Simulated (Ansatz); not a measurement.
We consider AgNO₃ (R3m, No. 160, 5 atoms in the cell; start mp-8196), described by r²SCAN+rVV10 (Ansatz, a quantum-chemistry and plane-wave program, plane waves, PAW).

Settings: plane-wave cutoff 500 eV, 10×10×10 k mesh, Fermi–Dirac smearing 0.05 eV, no spin polarisation, scalar-relativistic PAW data made under PBE.

Cell (relaxed at this level):

```xyz
5
Lattice="2.5294 1.4604 2.6546 -2.5294 1.4604 2.6546 0.0000 -2.9207 2.6546" Properties=species:S:1:pos:R:3 pbc="T T T"
Ag     0.0000     0.0000     7.9048
N      0.0000     0.0000     4.5818
O      0.0000    -1.2545     4.6017
O      1.0864     0.6272     4.6017
O     -1.0864     0.6272     4.6017
```

Problem. Give the computed band gap.

Solution. 
- band gap: 1.97 eV (on the SCF k mesh)

Note: the relaxation could not lower the start's symmetry, so the cell can be a saddle point above a distorted one.

Spin–orbit coupling is not included.

Computed values are for the static lattice.

The result took around 7 core-minutes (rough).

A start named mp-… is a Materials Project structure, which need not be a measured phase.
